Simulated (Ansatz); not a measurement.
The cell is built on a prototype and need not be the phase stable at ambient conditions.

By PBEsol, the system below comes out a metal.

A figure of merit of an interconnect metal is its ballistic conductance per area.

Input:

```xyz
2
Lattice="4.6873 0.0000 0.0000 -2.3436 4.0593 0.0000 2.3436 1.3531 1.9136" Properties=species:S:1:pos:R:3 pbc="T T T"
Zr     0.0000     0.0000     0.0000
Se     0.0000     2.7062     0.9568
```

Space group of this cell: Pm-3m, CsCl type. The cell was relaxed by PBE-D3(BJ).

The current flows along the normal of the first two printed cell vectors. No spin-orbit coupling; the value is a mean over 0.1 eV about the Fermi level.

### Question
Estimate the ballistic conductance per area that PBEsol run with Ansatz (a program for electronic structure) returns for this system.

### Answer
0.49 × 10¹⁵ S/m² for both spins.
